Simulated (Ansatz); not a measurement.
**HfS2 in the CdI2 type structure (space group P-3m1, No. 164; layered, stacked along the Cartesian z axis)**

```cif
data_HfS2
_chemical_formula_sum 'Hf1 S2'
_space_group_name_H-M_alt 'P-3m1'
_space_group_IT_number 164
_space_group_name_Hall '-P 3 2"'
_cell_length_a 3.60570
_cell_length_b 3.60570
_cell_length_c 5.76762
_cell_angle_alpha 90.000
_cell_angle_beta 90.000
_cell_angle_gamma 120.000
loop_
_atom_site_label
_atom_site_type_symbol
_atom_site_symmetry_multiplicity
_atom_site_Wyckoff_symbol
_atom_site_fract_x
_atom_site_fract_y
_atom_site_fract_z
_atom_site_occupancy
Hf1 Hf 1 a 0.00000 0.00000 0.00000 1
S1 S 2 d 0.33333 0.66667 0.25252 1
```

All numbers come from Kohn–Sham DFT with the PBE-D3(BJ) functional, run in Ansatz (a program for electronic structure) with PAW and 420 eV plane waves, scalar-relativistic without spin-orbit coupling. k-mesh 11×11×6 (Γ-centred); smearing 0.05 eV (Fermi–Dirac).

| Quantity | Value |
|---|---|
| Volume per atom | 21.65 Å³ |
| Density | 6.20 g/cm³ |
| Band gap | 0.85 eV, indirect, Γ → L |
| Total energy | -5843.721 eV/atom (σ→0; compares only within this code and set-up) |

With Hf present, leaving out spin-orbit coupling can change the band edges. Stability against distortions was not tested.
